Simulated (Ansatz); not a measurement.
Gap of a (9,0) AlN nanotube at several levels, all on one geometry.

Levels: PBE (plane waves to 420 eV, PAW; Ansatz, an electronic-structure program); r2SCAN (plane waves to 500 eV, PAW; Ansatz); Ansatz with HSE06. Unmarked values and the geometry are of the first. Mesh 1×1×6. No spin polarisation. Periodic along z alone, with about 11 Å of vacuum beside it. A hypothetical model, rolled from the flat sheet. Symmetry and one short period hold its shape; lower forms weren't sought. HSE06 ran on a 1×1×4 mesh and at PBE's edge points.

```tsv
level	gap (eV)
PBE	2.64
r2SCAN	3.07
HSE06	___
```

Question: Complete the blanks.

Answer: 
- HSE06, gap (eV): 3.72
